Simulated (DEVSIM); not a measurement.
Structure: illuminated GaAs p-on-n cell, one wavelength, at 400 K.

Layer 1 from the left is GaAs, thickness (μm) 0.240, Na (cm⁻³) 1.6e18, τn (s) 5.9e-8, τp (s) 7.2e-9, absorption coefficient (cm⁻¹) 19000. Layer 2 from the left is GaAs, thickness (μm) 1.40, Nd (cm⁻³) 4e16, τn (s) 6.5e-8, τp (s) 6.5e-8, absorption coefficient (cm⁻¹) 19000.

Left contact: ohmic, minority electron recombination velocity 2e5 cm/s. Right contact: ohmic, minority hole recombination velocity 3e5 cm/s. Voltage is applied to the left contact. Recombination: SRH at mid-gap, radiative, Auger. Light enters at the left, 7.3e17 photons cm⁻² s⁻¹, one pass, no reflection. Mobility is constant in doping.

Constants are typed, rounded textbook-type inputs, not results; the design itself was drawn at random and stands for no fabricated device. Values at 300 K; Nc and Nv go as T^1.5, mobilities as T to minus their exponent, the gap by Varshni's rule with the affinity fixed.

GaAs: gap (eV) 1.424, affinity (eV) 4.07, permittivity 12.9, Nc (cm⁻³) 4.7e17, Nv (cm⁻³) 9e18, μn (cm²/Vs) 8500, μp (cm²/Vs) 400, T exponent of μn 2.1, T exponent of μp 2.2, B (cm³/s) 2e-10, Cn (cm⁶/s) 1e-30, Cp (cm⁶/s) 1e-30, Varshni α (eV/K) 0.000541, Varshni β (K) 204.

Simulated with DEVSIM: 1D drift-diffusion, Boltzmann statistics, complete ionisation; no tunnelling, impact ionisation, image-force lowering or self-heating.

Dark forward current:

```tsv
|V| (V)	|J| (A/cm²)
0.05	1.501e-8
0.10	4.438e-8
0.15	1.057e-7
0.20	2.369e-7
0.25	5.227e-7
0.30	1.158e-6
0.35	2.623e-6
0.40	6.194e-6
0.45	1.567e-5
0.50	4.367e-5
0.55	0.0001360
0.60	0.0004703
0.65	0.001764
0.70	0.006976
0.75	0.02848
0.80	0.1183
0.85	0.4959
0.90	2.084
0.95	8.712
1.00	35.52
1.05	135.0
1.10	456.5
1.15	1379
1.20	3907
```

Question: Work out the local ideality factor n = ΔV / (kT/q · ln(J2/J1)) between the rows 0.15 and 0.20 V, 0.85 and 0.90 V, 1.15 and 1.20 V.

Answer: kT/q = 34.47 mV. From 0.15 to 0.20 V: ln(2.369e-7/1.057e-7) = 0.807, n = 1.80. From 0.85 to 0.90 V: ln(2.084/0.4959) = 1.436, n = 1.01, near the 1 of diffusion or emission over a barrier. From 1.15 to 1.20 V: ln(3907/1379) = 1.041, n = 1.39; the layers' resistance at their doping, Σ W/(qμN) = 5.1e-6 Ω cm², would take 13 mV of this step of 50 mV.

Question: What current could the absorbed light give at most, and what share is collected?

Answer: Σ αd = 3.12, so qΦ(1 − exp(−Σ αd)) = 112 mA/cm². The simulated short-circuit current is 98.53 mA/cm², a share of 0.88.

Question: Estimate the open-circuit voltage by superposition: the voltage at which the dark current equals that short-circuit current.

Answer: Interpolating ln J in the table gives 0.794 V. The simulation gives 0.793 V, the same within the digits that matter. Superposition holds where collection doesn't change with voltage.

Question: Estimate the fill factor from FF0 = (v − ln(v + 0.72))/(v + 1), v = qVoc/(nkT), with n from the dark curve.

Answer: The rows about Voc, 0.75 and 0.80 V, give n = 1.02, so v = 22.6 and FF0 = 0.824. The simulation gives 0.807; the estimate lies 2.1 % above.
